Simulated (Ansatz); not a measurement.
Worked example: self-consistent single point of SrAl2 (Imma, 6 atoms in the cell) in Ansatz (a quantum-chemistry and plane-wave program).

Method of the run: LDA (PW92), PAW files made with PBE (plane waves; Ansatz).

The change in words: lattice scaled by 0.98. Reference geometry:
```xyz
6
Lattice="-2.4622 4.0568 4.0483 2.4622 -4.0568 4.0483 2.4622 4.0568 -4.0483" Properties=species:S:1:pos:R:3 pbc="T T T"
Sr     2.4622     2.0284     0.4075
Sr     0.0000     2.0284     3.6408
Al     2.4622    -0.5561     2.7477
Al     0.0000     4.6129     1.3006
Al     0.0000     0.5561     6.7961
Al     2.4622     3.5007    -2.7477
```

Reference input (self-consistent single point, DFT, LDA (PW92), plane waves, PAW files made with PBE): basis.ecutwfc = 420 eV; kpoints.mp_grid.grid = 6 6 6; hamiltonian.xc = lda; hamiltonian.pseudopotentials = {kind: paw} (an earlier, softer set of the program's PAW files); scf.occupations.method = gaussian; scf.occupations.width = 0.1 eV. This run's input differs from it in these lines:

```diff
@@ -2,5 +2,5 @@
   lattice:
-    - [-2.462182, 4.056785, 4.048309]
-    - [2.462182, -4.056785, 4.048309]
-    - [2.462182, 4.056785, -4.048309]
+    - [-2.412938, 3.975649, 3.967343]
+    - [2.412938, -3.975649, 3.967343]
+    - [2.412938, 3.975649, -3.967343]
   atoms:
```

The program printed (abridged):

```
SCF iter   1: F=—  HF=-8942.079202 eV  |F-HF|=—  |Δ(HF+E_count)|=         —  Δρ=1.69e-2  dr2=5.46e-1  ethr=3.10e-3  ⟨swp⟩=10.9  Hψ=7319  notcnv=0
all-band conjugate gradients solve this SCF's bands
preconditioner: auto → Kerker (q_TF=auto, 2.104 Å⁻¹)
SCF iter   2: F=—  HF=-8941.953595 eV  |F-HF|=—  |Δ(HF+E_count)|=   1.26e-1  Δρ=1.10e-2  dr2=2.43e-1  ethr=1.71e-3  ⟨swp⟩=1.3  Hψ=1409  notcnv=0  defer=1
   [... lines left out ...]
SCF iter   4: F=—  HF=-8941.872669 eV  |F-HF|=—  |Δ(HF+E_count)|=   5.79e-4  Δρ=3.63e-4  dr2=4.32e-4  ethr=1.24e-5  ⟨swp⟩=2.5  Hψ=1713  notcnv=0  defer=4
SCF iter   5: F=—  HF=-8941.872625 eV  |F-HF|=—  |Δ(HF+E_count)|=   4.41e-5  Δρ=1.05e-4  dr2=3.56e-5  ethr=1.35e-6  ⟨swp⟩=1.7  Hψ=1182  notcnv=0  defer=4
SCF iter   6: F=—  HF=-8941.872561 eV  |F-HF|=—  |Δ(HF+E_count)|=   6.38e-5  Δρ=1.62e-5  dr2=4.52e-7  ethr=1.11e-7  ⟨swp⟩=2.8  Hψ=1651  notcnv=0  defer=46
SCF iter   7: F=-8941.872561 eV  HF=-8941.872561 eV  |F-HF|=1.74e-8  |Δ(HF+E_count)|=   2.73e-9  Δρ=3.01e-6  dr2=3.31e-8  ethr=3.13e-10  ⟨swp⟩=12.4  Hψ=5953  notcnv=0
SCF 1 converged in 7 iterations: F = -8941.872561 eV  dr2 = 3.31e-8
Free energy (F): -8941.872561 eV
Internal energy: -8941.865083 eV  (E = F + TS)
E sigma→0 (E₀):  -8941.868822 eV
Entropy (-TS):   -0.007478 eV (-1.246 meV/atom)
Fermi energy:    6.842683 eV
--- Forces (eV/Å), atoms counted from 1 ---
  atom   1  Sr     0.00000000    -0.00000000    -0.07887892
  atom   2  Sr     0.00000000     0.00000000     0.07887892
  atom   3  Al     0.00000000     0.01373090     0.01148767
  atom   4  Al     0.00000000    -0.01373090    -0.01148767
  atom   5  Al     0.00000000    -0.01373090     0.01148767
  atom   6  Al     0.00000000     0.01373090    -0.01148767
--- Stress (GPa, compression-positive) ---
       -3.540723       0.000000      -0.000000
        0.000000      -3.123425      -0.000000
       -0.000000      -0.000000      -3.002770
  P = ⅓ Tr σ = -3.2223 GPa (-32.223 kbar)
  The stress holds the Pulay correction. Without it, at fixed plane waves, as pw.x and ABINIT print it: P = -3.2337 GPa
```

The run converged in 7 iterations. Against the reference run the free energy goes down by 42.5 meV/atom, the pressure goes from -5.24 to -3.22 GPa and the largest force goes from 0.150 to 0.079 eV/Å.

The starting cell comes from a database of computed structures (which also holds hypothetical and non-ambient phases and stackings), without a prior relaxation at this level. Its lattice was rescaled by a random factor within 2.5 % of one. For this run, on top of that: lattice scaled by 0.98. With a pressure of about -3 GPa the cell is away from its equilibrium volume at this level. Ansatz's pressure includes its estimate of the finite-basis (Pulay) stress.

Keys are those of Ansatz 0.2.
